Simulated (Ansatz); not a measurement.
Carrier doping in GaN

The reference is GaN in the rock salt structure (space group Fm-3m, No. 225; a = 4.2195 Å).

Carriers are added at fixed cell with a uniform background; the Fermi–Dirac width is that of 300 K.

All numbers come from PBEsol/PAW in Ansatz (a first-principles code), spin-orbit coupling left out.

Notes on the quantities. Fermi level from band edge: Fermi level relative to the doped band's edge (positive inside the band; to 0.05 eV).

```json
[
 {"variant": "undoped", "gap between the host's bands": "0.54 eV", "Fermi level from band edge": "–"},
 {"variant": "electrons 5.0×10^20 cm⁻³", "gap between the host's bands": "0.54 eV", "Fermi level from band edge": "+0.40 eV"},
 {"variant": "electrons 1.5×10^21 cm⁻³", "gap between the host's bands": "0.55 eV", "Fermi level from band edge": "+0.80 eV"},
 {"variant": "electrons 5.0×10^21 cm⁻³", "gap between the host's bands": "0.55 eV", "Fermi level from band edge": "___"},
 {"variant": "electrons 2.0×10^22 cm⁻³", "gap between the host's bands": "0.52 eV", "Fermi level from band edge": "+3.15 eV"},
 {"variant": "holes 5.0×10^20 cm⁻³", "gap between the host's bands": "0.56 eV", "Fermi level from band edge": "0.00 eV"},
 {"variant": "holes 1.5×10^21 cm⁻³", "gap between the host's bands": "0.58 eV", "Fermi level from band edge": "+0.05 eV"},
 {"variant": "holes 5.0×10^21 cm⁻³", "gap between the host's bands": "0.67 eV", "Fermi level from band edge": "+0.15 eV"},
 {"variant": "holes 2.0×10^22 cm⁻³", "gap between the host's bands": "1.07 eV", "Fermi level from band edge": "+0.40 eV"}
]
```

Task: Complete the table.

Result: 
- electrons 5.0×10^21 cm⁻³, Fermi level from band edge: +1.60 eV

Charged cell with a jellium background: band edges are those of the host's band count, energies are not comparable with the neutral cell, and many-body gap narrowing is missing. Whether these cells are dynamically stable was not tested. This is not the structure that GaN has at room temperature and ambient pressure.
